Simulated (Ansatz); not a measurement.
## TiB2, response to strain

Start from TiB$_{2}$ (space group P6/mmm, No. 191; a = 3.032 Å, c = 3.224 Å; relaxed with 0.1 eV smearing). Axes: x lies along a and z along c of the hexagonal cell.

Strains are applied to the cell and any free atomic positions relax; under biaxial strain the out-of-plane vector relaxes too.

All numbers come from Kohn–Sham DFT with the PBE functional, run in Ansatz (a quantum-chemistry and plane-wave program) with PAW and 420 eV plane waves, no SOC.

Candidates:
(a) biaxial strain +3.00 %, plane normal [001], relaxed out of plane
(b) biaxial strain −3.00 %, plane normal [001], relaxed out of plane
(c) biaxial strain +1.50 %, plane normal [001], relaxed out of plane
(d) biaxial strain +2.50 %, plane normal [001], relaxed out of plane
(e) biaxial strain −0.50 %, plane normal [001], relaxed out of plane

Order them by out-of-plane strain, highest first.

(b) biaxial strain −3.00 %, plane normal [001], relaxed out of plane (+1.40 %), (e) biaxial strain −0.50 %, plane normal [001], relaxed out of plane (+0.23 %), (c) biaxial strain +1.50 %, plane normal [001], relaxed out of plane (-0.66 %), (d) biaxial strain +2.50 %, plane normal [001], relaxed out of plane (-1.09 %), (a) biaxial strain +3.00 %, plane normal [001], relaxed out of plane (-1.30 %)

Stability against distortions was not tested. The final runs are not spin-polarised.
